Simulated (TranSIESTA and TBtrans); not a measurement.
System: Cu chain with one C atom inserted. Leads: straight Cu chain, spacing 2.185 Å. Geometry: 3 atoms about the centre moved by SIESTA (PBE, DZP) to a largest force of 0.04 eV/Å, all others as built, motion along the axis alone. Transport runs along z; the first 6 and the last 6 of the 21 atoms are the lead cells, repeated to infinity.

```xyz
21
Lattice="9.000 0.000 0.000 0.000 9.000 0.000 0.000 0.000 45.115" Properties=species:S:1:pos:R:3 pbc="F F T"
Cu     4.500     4.500     0.000
Cu     4.500     4.500     2.185
Cu     4.500     4.500     4.370
Cu     4.500     4.500     6.555
Cu     4.500     4.500     8.740
Cu     4.500     4.500    10.925
Cu     4.500     4.500    13.110
Cu     4.500     4.500    15.295
Cu     4.500     4.500    17.480
Cu     4.500     4.500    19.708
C      4.500     4.500    21.466
Cu     4.500     4.500    23.225
Cu     4.500     4.500    25.450
Cu     4.500     4.500    27.635
Cu     4.500     4.500    29.820
Cu     4.500     4.500    32.005
Cu     4.500     4.500    34.190
Cu     4.500     4.500    36.375
Cu     4.500     4.500    38.560
Cu     4.500     4.500    40.745
Cu     4.500     4.500    42.930
```

Run with TranSIESTA and TBtrans (open boundaries, self-consistent; PseudoDojo norm-conserving potentials, scalar-relativistic): PAO.BasisSize DZP, PAO.EnergyShift 0.15 eV, XC.Authors PBE, Mesh.Cutoff 200 Ry, ElectronicTemperature 300 K, TS.Voltage 0.0 eV, TBT.Elecs.Eta 0.001 eV, no spin polarisation.

Energies count from the leads' Fermi level. Transmissions are for one spin of a degenerate pair. The energy step is 0.01 eV; narrower resonances are cut or missed.

```tsv
E (eV)	T
-0.20	0.801
-0.15	0.795
-0.10	0.781
-0.05	0.727
0.00	0.607
0.05	0.586
0.10	0.565
0.15	0.546
0.20	0.527
```

Problem. Give the zero-bias conductance in μS and the resistance at 300 K.

Solution. At the Fermi level T = 0.607. Averaged with −∂f/∂E over the full grid (kT = 25.9 meV) it is 0.636. With G0 = 2e²/h = 77.48 μS, G = 49.3 μS and R = 1/G = 20.3 kΩ.

Problem. Estimate the thermopower by Mott's formula S = −(π²/3)(kB²T/e) d ln T/dE from the rows at -0.05 and 0.05 eV.

Solution. d ln T/dE = -2.16 eV⁻¹ and (π²/3) kB²T/e = 7.33 μV/K · eV, so S = 16 μV/K; the full integral gives 14 μV/K. A positive sign means that T falls with energy over the thermal window.

Problem. The eigenchannels at the Fermi level transmit 0.607. What Fano factor of the shot noise follows at low temperature and bias?

Solution. F = Σ τ(1 − τ)/Σ τ = 0.239/0.607 = 0.39.

The leads' channel count changes near -0.01 eV, within the thermal window, so values at the Fermi level hang on where that band edge falls. The straight chain is held at its spacing; free chains may zigzag or dimerise. No spin-polarised start was tried, so a magnetic state, if there is one, is missed.
